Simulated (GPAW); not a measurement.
**A self-consistent single point of InAs (F-43m, 2 atoms in the cell) with GPAW**

Computed with PBE, real-space grid, GPAW PAW datasets PBE (gpaw-data 1.0.1) run with GPAW.

Input:

```python
from ase import Atoms
from gpaw import GPAW, FermiDirac

atoms = Atoms(['In', 'As'],
              cell=[[0.000000, 3.101501, 3.101501],
                    [3.101501, 0.000000, 3.101501],
                    [3.101501, 3.101501, 0.000000]],
              scaled_positions=[[0.750000, 0.750000, 0.750000],
                                [0.000000, 0.000000, 0.000000]],
              pbc=True)

calc = GPAW(mode='fd',
            h=0.18,
            xc='PBE',
            kpts=(9, 9, 9),
            occupations=FermiDirac(0.05),
            nbands=-8,
            convergence={'forces': 0.001},
            symmetry={'symmorphic': False, 'tolerance': 0.0005},
            maxiter=120,
            txt='-')

atoms.calc = calc

energy = atoms.get_potential_energy()
print('Energy (eV):', round(energy, 6))
forces = atoms.get_forces()
print('Forces (eV/Ang):')
print(forces.round(5))
```

Output (repeated stretches shortened):

```
Input parameters:
  convergence: {forces: 0.001}
  h: 0.18
  kpts: [9 9 9]
  maxiter: 120
  mode: fd
  nbands: -8
  occupations: {fixmagmom: False,
                name: fermi-dirac,
                width: 0.05}
  symmetry: {symmorphic: False,
             tolerance: 0.0005}
  xc: PBE

species:
  In:
    name: Indium
    Z: 49.0
    valence: 13
    core: 36
    charge: 0.0
    file: In.PBE.gz

    # Using partial waves for In as LCAO basis

  As:
    name: Arsenic
    Z: 33.0
    valence: 5
    core: 28
    charge: 0.0
    file: As.PBE.gz

    # Using partial waves for As as LCAO basis

Reference energy: -221478.393260  # eV

Spin-paired calculation

Convergence criteria:
 Maximum [total energy] change in last 3 cyles: 0.0005 eV / valence electron
 Maximum integral of absolute [dens]ity change: 0.0001 electrons / valence electron
 Maximum integral of absolute [eigenst]ate change: 4e-08 eV^2 / valence electron
 Maximum change in the atomic [forces] across last 2 cycles: 0.001 eV/Ang OR
Maximum error relative to the maximum force is below inf
 Maximum number of scf [iter]ations: 120

Symmetries present (total): 24
Symmetries with fractional translations: 0
729 k-points: 9 x 9 x 9 Monkhorst-Pack grid
35 k-points in the irreducible part of the Brillouin zone
       k-points in crystal coordinates                weights
   0:     0.00000000    0.00000000    0.00000000          1/729
   1:     0.11111111    0.11111111    0.00000000          6/729
   2:     0.11111111    0.11111111    0.11111111          8/729
   [... 7 lines left out ...]
          ...
  34:     0.44444444    0.44444444    0.44444444          8/729

Wave functions: Uniform real-space grid
  Kinetic energy operator: 12*3+1=37 point O(h^6) finite-difference Laplacian

Occupation numbers: Fermi-Dirac:
  width: 0.0500  # eV

Eigensolver

Densities:
  Coarse grid: 20*20*20 grid
  Fine grid: 40*40*40 grid
  Total Charge: 0.000000

Density mixing:
  Method: separate
  Backend: pulay
  Linear mixing parameter: 0.05
  old densities: 5
  Damping of long wavelength oscillations: 50

Hamiltonian:
  XC and Coulomb potentials evaluated on a 40*40*40 grid
  Interpolation: tri-quintic (5. degree polynomial)
  Poisson solver: FastPoissonSolver using
    Stencil: 12*3+1=37 point O(h^6) finite-difference Laplacian
    FFT axes: [np.int64(0), np.int64(1), np.int64(2)]
    FST axes: []

XC parameters: PBE with 2 nearest neighbor stencil

Number of atoms: 2
Number of atomic orbitals: 13
Number of bands in calculation: 17
Number of valence electrons: 18
Bands to converge: occupied

Density initialized from atomic densities
  13 bands from LCAO basis set
  4 bands from random numbers

Atomic positions and initial magnetic moments

Positions:
   0 In     4.652252    4.652252    4.652252    ( 0.0000,  0.0000,  0.0000)
   1 As     0.000000    0.000000    0.000000    ( 0.0000,  0.0000,  0.0000)

Unit cell:
           periodic     x           y           z      points  spacing
  1. axis:    yes    0.000000    3.101501    3.101501    20     0.1791
  2. axis:    yes    3.101501    0.000000    3.101501    20     0.1791
  3. axis:    yes    3.101501    3.101501    0.000000    20     0.1791

  Lengths:   4.386185   4.386185   4.386185
  Angles:   60.000000  60.000000  60.000000

Effective grid spacing dv^(1/3) = 0.1954

     iter     time        total  log10-change:
                         energy   eigst   dens  force
iter:   1 --:--:--    -8.212561
iter:   2 --:--:--    -8.187368   -1.20  -1.17
iter:   3 --:--:--    -8.037021   -1.36  -1.20
iter:   4 --:--:--    -8.040145   -2.32  -1.56
iter:   5 --:--:--    -8.043763c  -2.08  -1.61
iter:   6 --:--:--    -8.038004c  -3.15  -2.19
iter:   7 --:--:--    -8.038045c  -3.89  -2.71
iter:   8 --:--:--    -8.037499c  -3.31  -2.69
iter:   9 --:--:--    -8.037575c  -4.28  -3.25
iter:  10 --:--:--    -8.037737c  -4.57  -3.34
iter:  11 --:--:--    -8.037556c  -4.80  -3.28
iter:  12 --:--:--    -8.037465c  -4.41  -3.51
iter:  13 --:--:--    -8.037465c  -5.35  -4.32c
iter:  14 --:--:--    -8.037466c  -5.89  -4.48c
iter:  15 --:--:--    -8.037466c  -6.54  -4.35c
iter:  16 --:--:--    -8.037466c  -6.93  -4.34c
iter:  17 --:--:--    -8.037466c  -6.03  -4.29c
iter:  18 --:--:--    -8.037465c  -6.84  -4.38c
iter:  19 --:--:--    -8.037465c  -8.41c -4.40c
iter:  20 --:--:--    -8.037465c  -8.40c -4.37c -16.19c

Converged after 20 iterations.

Dipole moment: (2.429443, 2.429443, 2.429443) |e|*Ang

Energy contributions relative to reference atoms: (reference = -221478.393260)

Kinetic:        +19.923699
Potential:      -19.113668
External:        +0.000000
XC:              -9.045923
Entropy (-ST):   -0.000483
Local:           +0.198668
SIC:             +0.000000
--------------------------
Free energy:     -8.037707
Extrapolated:    -8.037465

Showing only first 2 kpts
 Kpt  Band  Eigenvalues  Occupancy
  0     7      4.07944    1.58187
  0     8      4.07944    1.58187
  0     9      4.07963    1.58060
  0    10      7.93043    0.00000

  1     7      3.69658    1.99975
  1     8      3.69664    1.99975
  1     9      5.35617    0.00000
  1    10      7.40423    0.00000

Fermi level: 4.14597

No gap
No difference between direct/indirect transitions
Energy (eV): -8.037465

Forces in eV/Ang:
  0 In    0.00000   -0.00000    0.00000
  1 As    0.00000   -0.00000    0.00000
```

The run converged in 20 iterations.

The starting cell comes from a database of computed structures (which also holds hypothetical and non-ambient phases and stackings), without a prior relaxation at this level. Its lattice was rescaled by a random factor within 2.5 % of one. The run gives no clean gap (levels at the Fermi energy touch, overlap or are partly filled at this smearing), which alone does not show that the compound is a metal.

Cost on one core of a shared machine: roughly 70 s.
